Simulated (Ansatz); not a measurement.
The starting structures come from a database of crystals and need not be the phases stable at ambient conditions.

Here is the system:

```
BaPb2BrF5
1.0
    5.98153     0.00000     0.00000
    0.00000     5.98153     0.00000
    0.00000     0.00000     9.72876
Ba Pb Br F
2 4 2 10
Direct
  0.50000   0.50000   0.00000
  0.00000   0.00000   0.00000
  0.00000   0.50000   0.32413
  0.50000   0.00000   0.67587
  0.50000   0.00000   0.27750
  0.00000   0.50000   0.72250
  0.50000   0.50000   0.50000
  0.00000   0.00000   0.50000
  0.00000   0.50000   0.96169
  0.50000   0.00000   0.03831
  0.73441   0.76559   0.81225
  0.73441   0.23441   0.81225
  0.26559   0.23441   0.81225
  0.26559   0.76559   0.81225
  0.23441   0.73441   0.18775
  0.23441   0.26559   0.18775
  0.76559   0.26559   0.18775
  0.76559   0.73441   0.18775
```

Space group of this cell: P4/nmm. The cell was relaxed by PBE-D3(BJ); by r2SCAN its mean pressure is -1.1 GPa.

Transport runs along the normal of the first two printed cell vectors, the (001) plane of the conventional cell.

The gap is the functional's own, uncorrected, and κ follows it; spin-orbit coupling is left out. Mid-gap values are interpolated between the computed energies.

### Question
Estimate the band gap and the smallest decay constant κ at mid-gap that r2SCAN (Ansatz, a program for electronic structure) returns for this system.

### Answer
Gap 3.77 eV on a 6×6×4 mesh; κ = 0.341 1/Å, at the zone centre.
